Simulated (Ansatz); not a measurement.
The parent structure is Cu3N (space group Pm-3m, No. 221; a = 3.765 Å). Axes: x, y, z lie along the cube axes.

All numbers come from PBEsol/PAW in Ansatz (a first-principles code), no SOC.

Before the change:

The pressure is 0.0 GPa and the shortest interatomic distance comes out as 1.882 Å.

Perturbation: biaxial strain −2.00 %, plane normal [111], relaxed out of plane (Cartesian); in-plane vectors clamped, the third vector and the atoms free.

Problem. What does the calculation give for the energy relative to the base after the change?

Solution. The energy grows by 3.5 meV/atom.

Problem. How does this affect the pressure?

Solution. The pressure (mean of the normal stresses, compression positive) goes from zero to 1.4 GPa.

Problem. Predict the new shortest interatomic distance.

Solution. The shortest interatomic distance drops by 0.0055 Å to 1.877 Å.

No phonon test of stability was made. The final runs are not spin-polarised. Gaps under 0.05 eV, about the width of the smearing, are given as zero.
